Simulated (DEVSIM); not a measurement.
Device: illuminated Si n-on-p cell, one wavelength, with a back-surface field, at 300 K.

Layer 1 from the left is Si, thickness (μm) 0.220, Nd (cm⁻³) 1.5e18, τn (s) 6.7e-8, τp (s) 2.9e-8, absorption coefficient (cm⁻¹) 99000. Layer 2 from the left is Si, thickness (μm) 58.0, Na (cm⁻³) 9.7e16, τn (s) 2.1e-6, τp (s) 2.1e-6, absorption coefficient (cm⁻¹) 99000. Layer 3 from the left is Si, thickness (μm) 0.230, Na (cm⁻³) 3.7e18, τn (s) 2.1e-6, τp (s) 2.1e-6, absorption coefficient (cm⁻¹) 99000.

Left contact: ohmic, minority hole recombination velocity 1e6 cm/s. Right contact: ohmic, minority electron recombination velocity 1e5 cm/s. Voltage is applied to the left contact. Recombination: SRH at mid-gap, radiative, Auger. Light enters at the left, 2.1e17 photons cm⁻² s⁻¹, one pass, no reflection. Mobility is μmin + (μ − μmin)/(1 + (N/Nref)^α).

This is a model device: material constants are rounded textbook-type values typed into the input, and sizes, dopings and lifetimes were drawn at random. Values at 300 K.

Si: gap (eV) 1.124, affinity (eV) 4.05, permittivity 11.7, Nc (cm⁻³) 2.86e19, Nv (cm⁻³) 3.1e19, μn (cm²/Vs) 1417, μp (cm²/Vs) 470, μn,min 52, μp,min 45, Nref,n 9.7e16, Nref,p 2.2e17, αn 0.68, αp 0.72, B (cm³/s) 4.7e-15, Cn (cm⁶/s) 2.8e-31, Cp (cm⁶/s) 9.9e-32.

Model (solved in DEVSIM): 1D drift-diffusion, Boltzmann statistics, complete ionisation; no tunnelling, impact ionisation, image-force lowering or self-heating.

### Question
What does the simulation give for the dark forward voltage at 100 A/cm², the open-circuit voltage, the potential step across the device at zero bias, the fill factor?

### Answer
dark forward voltage at 100 A/cm² 0.866 V; open-circuit voltage 0.588 V; potential step across the device at zero bias 0.993 V; fill factor 0.82.
